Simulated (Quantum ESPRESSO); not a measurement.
**Quick settings and what they miss: BaPb₃ (Pm-3m, 4 atoms in the cell)**

Self-consistent single point.

```yaml
crystal:
  lattice:
    - [5.07152, 0.00000, 0.00000]
    - [0.00000, 5.07152, 0.00000]
    - [0.00000, 0.00000, 5.07152]
  atoms:
    - { symbol: Ba, position: [0.00000, 0.00000, 0.00000] }
    - { symbol: Pb, position: [0.00000, 0.50000, 0.50000] }
    - { symbol: Pb, position: [0.50000, 0.00000, 0.50000] }
    - { symbol: Pb, position: [0.50000, 0.50000, 0.00000] }
```

Method: PBEsol, PseudoDojo standard norm-conserving (PBESOL) pseudopotentials (plane waves; Quantum ESPRESSO).

Base settings: ecutwfc = 65 Ry; occupations = smearing; smearing = marzari-vanderbilt; degauss = 0.0073499 Ry; potentials = {Ba: Ba.upf, Pb: Pb.upf}; K_POINTS = automatic 9 9 9 0 0 0; conv_thr = 1e-10 Ry; mixing_beta = 0.3.

Tight run (finer mesh or higher cutoff; not a proven limit): ecutwfc: 65 Ry → 91 Ry; conv_thr: 1e-10 Ry → 7.3e-11 Ry; K_POINTS: automatic 9 9 9 0 0 0 → automatic 13 13 13 0 0 0. It gave Fermi level (on the code's own zero) 10.64 eV; pressure -1.06 GPa.

Quick runs, as changes from the base:
- A: the base itself
- B: ecutwfc: 65 Ry → 52 Ry; K_POINTS: automatic 9 9 9 0 0 0 → automatic 6 6 6 0 0 0

The count of work is k-points × plane waves × bands × iterations; it is no time. Core times come from one kind of shared machine and are given to one figure; runs under 30 s give none.

The starting cell comes from a database of computed structures (which also holds hypothetical and non-ambient phases and stackings), without a prior relaxation at this level. Its lattice was rescaled by a random factor within 2.5 % of one.

| run | energy less tight (meV/atom) | count of work / tight | core time / tight (rough) |
|---|---|---|---|
| A | 4.2 | 0.25 | 0.2 |
| B | 5.9 | 0.10 | 0.1 |

Among the runs at the tight run's level, the energy misses run from 4.2 to 5.9 meV/atom.

Left out of this page: 4 runs of the series outside the window shown, repeating another row's setting, or not comparable.
